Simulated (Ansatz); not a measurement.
Functionals compared on a constructed model of the (111) surface of germanium, (√3x√3)R30° Au adatom at T4 (bottom of the slab: 3 H on 3 bottom sites), in Ansatz (plane waves, PAW). The structure was relaxed with PBE; the other rows are single points on it. Cutoff 420 eV (500 eV for r2SCAN).

Slab: 28 atoms, 14.2 Å thick at the start with caps and adatoms; k 5x5x1, smearing 0.025 eV, dipole-corrected; 6 atoms held, the rest relaxed; symmetry of the start imposed; no spin (no spin-polarised run to compare, though such a face may carry moments), no spin-orbit, no U. The slab shows no gap on its mesh. In PBE it is, or lies within 0.01 eV a 1x1 cell of, the lowest of the 2 structures of its composition computed so far; subsurface sites and larger cells were not tried. These notes are the PBE run's.

```
functional  work function of the top face (eV)  rough cost of the single point
----------  ----------------------------------  ------------------------------
PBE                                       4.82                               –
r2SCAN                                       ?     very roughly 6 core-minutes
```

### Question
Fill in the missing entries.

### Answer

- r2SCAN, work function of the top face (eV): 4.90

Ansatz is a quantum-chemistry and plane-wave program.
